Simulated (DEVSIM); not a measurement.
System: Al/SiO2/n-GaAs capacitor, at 400 K.

Layer 1 from the left is SiO2, thickness (nm) 28.0. Layer 2 from the left is GaAs, thickness (nm) 4100, Nd (cm⁻³) 2.5e16.

Metal gate on the left, work function 4.1 eV. Fixed charge at the semiconductor interface -2.7e11 cm⁻² (in units of +e); interface traps 1e12 cm⁻² eV⁻¹, uniform in energy, neutral level at 0.7 of the gap above the valence band.

The device is made up for the run: typed textbook-type constants, with dimensions and the other settings drawn at random. Values at 300 K; Nc and Nv go as T^1.5, mobilities as T to minus their exponent, the gap by Varshni's rule with the affinity fixed.

SiO2: gap (eV) 9, affinity (eV) 0.9, permittivity 3.9. GaAs: gap (eV) 1.424, affinity (eV) 4.07, permittivity 12.9, Nc (cm⁻³) 4.7e17, Nv (cm⁻³) 9e18, Varshni α (eV/K) 0.000541, Varshni β (K) 204.

Model (solved in DEVSIM): 1D Poisson equation in equilibrium, Boltzmann statistics, complete ionisation; no quantum confinement or tunnelling. Metal contacts follow the ideal Schottky-Mott rule: no Fermi-level pinning, no interface dipoles.

Question: What does the simulation give for the flat-band voltage, the minimum of the low-frequency capacitance?

Answer: flat-band voltage 0.65 V; minimum of the low-frequency capacitance 0.0780 μF/cm².
